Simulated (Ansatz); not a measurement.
For W3Si2 (P4/mbm, No. 127, 10 atoms in the cell; start mp-1079377), PBE-D3(BJ) (plane waves, PAW; Ansatz, an electronic-structure program) gives:

| Item | Result |
|---|---|
| equilibrium lattice constant a | 6.567 Å |
| lattice parameter c | 3.281 Å |

### Question
What does r²SCAN-D4 in Ansatz (PAW) give for the same quantities?

### Answer

- lattice constant a: 6.548 Å (decreases by 0.3 %)
- lattice parameter c: 3.307 Å (increases by 0.8 %)

Changes are worked out from the printed values.

Unless a cell is named, each level is at its own relaxed cell (PBE-D3(BJ) 14.15, r²SCAN-D4 14.18 Å³/atom).

Levels without +SOC leave out spin–orbit coupling, which shifts energies and cells of such heavy elements.

Caveats: the relaxation could not lower the start's symmetry, so the cell can be a saddle point above a distorted one (PBE-D3(BJ), r²SCAN-D4). Ansatz's density-functional and Hartree–Fock values are scalar-relativistic unless marked +SOC, with PAW data made under PBE.

A start named mp-… is a Materials Project structure, which need not be a measured phase.
